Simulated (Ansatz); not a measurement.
Here is the system:

```yaml
crystal:
  lattice:
    - [2.94195, 0.00000, 0.00000]
    - [1.47097, 2.54780, 0.00000]
    - [0.00000, 0.00000, 3.22335]
  atoms:
    - { symbol: Ti, position: [0.00000, 0.00000, 0.00000] }
    - { symbol: B, position: [0.66667, 0.66667, 0.50000] }
    - { symbol: B, position: [0.33333, 0.33333, 0.50000] }
```

No spin polarisation.

The values are results of PBEsol in Ansatz (plane waves to 420 eV, PAW, spin-orbit coupling left out), not measurements. Settings: 13×13×10 k-points, 0.05 eV Fermi–Dirac smearing.

**Question.** Predict the band gap.

**Answer.** Zero.

**Question.** What is the computed pressure (mean of the normal stresses, compression positive)?

**Answer.** 12.8 GPa.

The mesh was chosen for an insulator and is coarse for the gapless case. The cells carry an imposed strain or load. No phonon test of stability was made. All final runs are without spin polarisation. The cell was made from TiB₂ (space group P6/mmm, No. 191) by this change: biaxial strain −2.50 %, plane normal [001], relaxed out of plane.

Ansatz is a first-principles code.
